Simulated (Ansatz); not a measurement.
Ge2Sb2Te5 (space group Cm, No. 8; a cell from a computed database, its experimental status unchecked)

```cif
data_Ge2Sb2Te5
_chemical_formula_sum 'Ge2 Sb2 Te5'
_space_group_name_H-M_alt 'P 1'
_space_group_IT_number 1
_cell_length_a 7.49315
_cell_length_b 7.49315
_cell_length_c 9.65072
_cell_angle_alpha 129.359
_cell_angle_beta 129.359
_cell_angle_gamma 48.110
loop_
_space_group_symop_operation_xyz
  'x, y, z'
loop_
_atom_site_label
_atom_site_type_symbol
_atom_site_fract_x
_atom_site_fract_y
_atom_site_fract_z
_atom_site_occupancy
Ge1 Ge 0.48570 0.48570 0.97750 1
Ge2 Ge 0.07733 0.07733 0.35660 1
Sb1 Sb 0.68077 0.68077 0.79344 1
Sb2 Sb 0.31456 0.31456 0.20659 1
Te1 Te 0.80971 0.80971 0.21426 1
Te2 Te 0.40421 0.40421 0.61778 1
Te3 Te 0.00723 0.00723 0.01250 1
Te4 Te 0.60453 0.60453 0.40613 1
Te5 Te 0.21617 0.21617 0.81540 1
```

Calculations: PBE in Ansatz (plane waves to 420 eV, PAW, no spin-orbit coupling). k-mesh 9×9×7 (Γ-centred); smearing 0.05 eV (Fermi–Dirac).

| Item | Value |
|---|---|
| Volume per atom | 32.25 Å³ |
| Density | 5.87 g/cm³ |
| Band gap | zero |
| Total energy | -6273.262 eV/atom (σ→0; compares only within this code and set-up) |

With Sb and Te present, leaving out spin-orbit coupling can change the band edges. Whether these cells are dynamically stable was not tested. The final runs are not spin-polarised. Gaps under 0.05 eV, about the width of the smearing, are given as zero. A zero or small gap of Ge2Sb2Te5 can be the functional's error rather than a property of the material.

Ansatz is an electronic-structure program.
